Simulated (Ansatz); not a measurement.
## MgO: response to strain

Consider MgO (space group P3m1, No. 156; a = 3.2653 Å, c = 15.5094 Å; a cell from a computed database, its experimental status unchecked). Axes: x lies along a and z along c of the hexagonal cell.

Strains are applied to the cell and any free atomic positions relax; under stress the whole cell relaxes.

Calculations: DFT with PBEsol, PAW potentials and a 420 eV plane-wave cutoff in Ansatz (an electronic-structure program), no spin-orbit coupling.

Notes on the quantities. pressure: mean of the normal stresses, compression positive.

```tsv
change	volume per atom	band gap	pressure
base	11.93 Å³	3.43 eV	0.00 GPa
isotropic strain −0.86 %	11.63 Å³	3.57 eV	3.27 GPa
uniaxial strain ε_yy = +1.36 %	12.10 Å³	3.34 eV	-1.64 GPa
uniaxial strain ε_yy = +3.30 %	12.33 Å³	3.20 eV	-3.83 GPa
uniaxial stress, 3 GPa compression along z	11.79 Å³	3.34 eV	–
```

Beyond what the load breaks, stability against distortions was not tested. The base started in Cm and relaxed to P3m1 at this level. This is not the structure that MgO has at room temperature and ambient pressure.
